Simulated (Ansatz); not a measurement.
O on the Al site (O_Al) in corundum: one set of geometries, relaxed with PBE, evaluated in Ansatz (PAW, plane waves to 420 eV, 500 eV under r2SCAN) with PBE, r2SCAN.

Cell and caveats: 120-site cell; 2×2×2 Γ-centred k-points; start: the Al site; charged states image-corrected; energies good to tenths of an eV; flagged in the runs: a host whose relaxation on this sampling wasn't shown to rest, a strain field that reaches the edge of the cell.

| quantity | PBE | r2SCAN |
|---|---|---|
| host gap (eV) | 5.85 | (withheld) |
| ε(0/−1) above the VBM (eV) | 0.93 | (withheld) |
| ε(−1/−2) above the VBM (eV) | 2.17 | (withheld) |
| neutral formation energy against fcc Al, O2 molecule in a box (eV) | 12.09 | (withheld) |
| largest moment on one atom at charge 0 (μB) | 0.28 | (withheld) |
| largest moment on one atom at charge −2 (μB) | 0.44 | (withheld) |

**Question.** Given the lower rungs, what does r2SCAN give?

**Answer.** 
- host gap (eV), r2SCAN: 6.73
- ε(0/−1) above the VBM (eV), r2SCAN: 1.08
- ε(−1/−2) above the VBM (eV), r2SCAN: 2.07
- neutral formation energy against fcc Al, O2 molecule in a box (eV), r2SCAN: 13.17
- largest moment on one atom at charge 0 (μB), r2SCAN: 0.39
- largest moment on one atom at charge −2 (μB), r2SCAN: 0.49

Ansatz is a quantum-chemistry and plane-wave program.
